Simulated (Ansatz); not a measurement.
## B20 (FeSi-type) CoSi

Method: LDA (Ansatz, a quantum-chemistry and plane-wave program, plane waves, PAW).

Numerical settings: plane-wave cutoff 520 eV, 12×12×12 k mesh, Fermi–Dirac smearing 0.05 eV, no spin polarisation, scalar-relativistic PAW data made under PBE.

Cell (relaxed at this level):

Space group P2₁3 (No. 198); a = 4.350 Å, b = 4.350 Å, c = 4.350 Å, α = 90.00°, β = 90.00°, γ = 90.00°

```
atom  site  symmetry       x       y       z
----  ----  --------  ------  ------  ------
Co      4a       .3.  0.1457  0.1457  0.1457
Si      4a       .3.  0.8431  0.8431  0.8431
```

```
Item      Result
--------  ------
band gap    none
```

The computed numbers hold no vibrational or temperature effects.
